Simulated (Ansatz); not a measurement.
We consider antifluorite K2S, described by PBE0-D3(BJ) in Ansatz (PAW).

Settings: plane-wave cutoff 460 eV, 6×6×6 k mesh, Fermi–Dirac smearing 0.01 eV, scalar-relativistic PAW data made under PBE.

Cell (relaxed at this level):

K$_{2}$S is taken in the cubic space group Fm-3m (No. 225), the anti-fluorite structure, Pearson symbol cF12. Conventional cell: a = 7.2777 Å, b = 7.2777 Å, c = 7.2777 Å, α = 90.00°, β = 90.00°, γ = 90.00°. K on 8c is surrounded by 4 S at 3.151 Å (tetrahedral). S on 4a has 8 K at 3.151 Å (cubic). (Neighbours: up to the widest gap in distance over summed covalent radii, below 1.35, at either atom; cation-cation and far metal-metal contacts left out.)
(The calculation used a cell of 3 atoms; values per cell refer to that cell.)

Q: What does this level give for the bulk modulus B0, band gap, smallest direct gap on the k points sampled and pressure derivative B′ of the bulk modulus?

A: 
- bulk modulus B0: 22.4 GPa
- band gap: 4.16 eV (on the SCF k mesh) (indirect)
- smallest direct gap on the k points sampled: 4.40 eV
- pressure derivative B′ of the bulk modulus: 4.4

Ansatz is a program for electronic structure.
